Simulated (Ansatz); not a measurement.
**Worked example: self-consistent single point of Ca (Cmce, 4 atoms in the cell) in Ansatz (a quantum-chemistry and plane-wave program)**

Computed with LDA (PW92), default PAW files made with PBE (plane waves; Ansatz).

Input:

Ansatz 0.2 input:
```yaml
crystal:
  lattice:
    - [3.445650, -3.651143, 0.000000]
    - [3.445650, 3.651143, 0.000000]
    - [0.000000, 0.000000, 6.974074]
  atoms:
    - { symbol: Ca, position: [0.161790, 0.838210, 0.196510] }
    - { symbol: Ca, position: [0.838210, 0.161790, 0.803490] }
    - { symbol: Ca, position: [0.338210, 0.661790, 0.696510] }
    - { symbol: Ca, position: [0.661790, 0.338210, 0.303490] }
basis:
  ecutwfc: 420.0
kpoints:
  mp_grid: { grid: [7, 7, 5] }
hamiltonian:
  xc: lda
  pseudopotentials: { kind: paw }
scf:
  occupations: { method: fermi_dirac, width: 0.1 }
output:
  forces: true
  eigenvalues: true
  stress: true
```

The program printed (abridged):

```
WARN ansatz: RAYON_NUM_THREADS=1 ignored (pool sized by the plan → 1); use --threads N
Pseudopotentials: kind: paw
Pseudopotential: Ca, paw, valence charge 10
Crystal: 4 atoms, lattice volume = 175.476 Å³
Basis set: ecut = 420 eV, 3453 PW (Γ)
Bands: 24, of which v1, the nominal top of the filled ones, is band 20 counted from 1 (19 counted from 0)
Symmetry: 8 space group operations
Space group: Cmce (ITA 64), of the structure as read, at distance tolerance 5.6e-5 Å
k-points: 48 of 245
PAW frozen core: Ca, regenerated for the run's functional, and the local potential with it
Initial density: superposition of atomic densities (neutral atoms: chi_scale 0, normalization atom), corrected by the library's trained network
Initial wavefunctions: pseudopotential atomic-orbital guess
Eigensolver: davidson
Functional: x = slater, c = lda
SCF iter   1: F=—  HF=-7089.331078 eV  |F-HF|=—  |Δ(HF+E_count)|=         —  Δρ=3.69e-3  dr2=1.50e-2  ethr=1.77e-3  ⟨swp⟩=8.3  Hψ=12936  notcnv=0
all-band conjugate gradients solve this SCF's bands
automatic band count: the SCF goes on with 28 bands, as 24 were too few: the levels above may hold too much charge
preconditioner: auto → Kerker (q_TF=auto, 2.132 Å⁻¹)
SCF iter   2: F=—  HF=-7089.331507 eV  |F-HF|=—  |Δ(HF+E_count)|=   4.29e-4  Δρ=2.09e-3  dr2=5.56e-3  ethr=3.75e-5  ⟨swp⟩=2.0  Hψ=1840  notcnv=0
SCF iter   3: F=—  HF=-7089.331486 eV  |F-HF|=—  |Δ(HF+E_count)|=   2.17e-5  Δρ=3.33e-4  dr2=4.13e-4  ethr=1.39e-5  ⟨swp⟩=2.4  Hψ=1636  notcnv=0
SCF iter   4: F=—  HF=-7089.331471 eV  |F-HF|=—  |Δ(HF+E_count)|=   1.50e-5  Δρ=9.67e-5  dr2=2.71e-5  ethr=1.03e-6  ⟨swp⟩=1.4  Hψ=1384  notcnv=0
SCF iter   5: F=—  HF=-7089.331467 eV  |F-HF|=—  |Δ(HF+E_count)|=   3.89e-6  Δρ=1.40e-5  dr2=2.69e-7  ethr=6.78e-8  ⟨swp⟩=2.5  Hψ=2010  notcnv=0
SCF iter   6: F=-7089.331467 eV  HF=-7089.331467 eV  |F-HF|=2.00e-8  |Δ(HF+E_count)|=   1.41e-7  Δρ=4.63e-6  dr2=4.05e-8  ethr=2.50e-10  ⟨swp⟩=7.5  Hψ=6301  notcnv=0
SCF 1 converged in 6 iterations: F = -7089.331467 eV  dr2 = 4.05e-8
SCF converged after 6 iterations
Free energy (F): -7089.331467 eV
Harris-Foulkes:  -7089.331467 eV  (|F-HF|=2.00e-8)
Internal energy: -7089.147725 eV  (E = F + TS)
E sigma→0 (E₀):  -7089.239596 eV
Entropy (-TS):   -0.183742 eV (-45.935 meV/atom)
Fermi energy:    4.394084 eV
--- Per-component energies (eV) ---
  E_band       = -719.783651
  E_kinetic    = 1099.933515
  E_local      = -3508.525641  (includes V_loc(G=0)·N_el)
  E_nonlocal   = 268.787279
  E_hartree    = 1177.263363
  E_xc         = -533.902084
  E_vxc        = -670.879527  (∫ρ·V_xc dr)
  E_paw        = -3264.671862  (= ΣΔE_a)
  E_vpaw       = -263.622682  (= ΣTr[D̂ρ^β])
  E_aug_tail   = -0.000020  (compensation charges beyond the density's cutoff)
  E_ewald      = -2329.164940
  E_core_change = 1.132663  (= ΣΔE_core)
  E_smearing   = -0.183742  (= −TS)
  E_closure    = -0.000000  (closes the sum)
  Σ components = -7089.331467   (vs F -7089.331467, Δ=0.00e0)
--- Forces (eV/Å), atoms counted from 1 ---
  atom   1  Ca     0.00000000    -0.01935594    -0.03887741
  atom   2  Ca    -0.00000000     0.01935594     0.03887741
  atom   3  Ca     0.00000000     0.01935594    -0.03887741
  atom   4  Ca     0.00000000    -0.01935594     0.03887741
  max |Σ_I F_I| component: 6.94e-18 eV/Å
--- Stress (GPa, compression-positive) ---
       -1.195649       0.000000       0.000000
        0.000000      -1.641154       0.000000
        0.000000       0.000000      -1.376871
  P = ⅓ Tr σ = -1.4046 GPa (-14.046 kbar)
  The stress holds the Pulay correction. Without it, at fixed plane waves, as pw.x and ABINIT print it: P = -1.4062 GPa
--- Band table (eV; the first three rows and the last of 48) ---
  k-point 0: bands = ["-37.3820", "-37.3657", "-37.3483", "-37.3461", "-18.6967", "-18.6896", "-18.6796", "-18.6352", "-18.6237", "-18.6214", "-18.5814", "-18.5368", "-18.5265", "-18.5214", "-18.5115", "-18.4983", "0.5428", "3.2071", "3.9016", [...]
  k-point 1: bands = ["-37.3806", "-37.3675", "-37.3479", "-37.3461", "-18.6887", "-18.6887", "-18.6806", "-18.6400", "-18.6358", "-18.6022", "-18.5748", "-18.5482", "-18.5295", "-18.5243", "-18.5103", "-18.4996", "0.6859", "2.5669", "4.2915", [...]
  k-point 2: bands = ["-37.3767", "-37.3718", "-37.3471", "-37.3464", "-18.6862", "-18.6831", "-18.6728", "-18.6556", "-18.6258", "-18.5934", "-18.5725", "-18.5476", "-18.5436", "-18.5327", "-18.5070", "-18.5029", "1.1026", "1.7549", "4.3187", [...]
  k-point 47: bands = ["-37.3667", "-37.3653", "-37.3568", "-37.3525", "-18.7042", "-18.6955", "-18.6880", "-18.6736", "-18.6172", "-18.5945", "-18.5785", "-18.5563", "-18.5305", "-18.5185", "-18.4971", "-18.4960", "3.0543", "3.4817", "3.8752", [...]
```

The run converged in 6 iterations.

The starting cell comes from a database of computed structures (which also holds hypothetical and non-ambient phases and stackings), without a prior relaxation at this level. Its lattice was rescaled by up to half a per cent. Ansatz's pressure includes its estimate of the finite-basis (Pulay) stress.
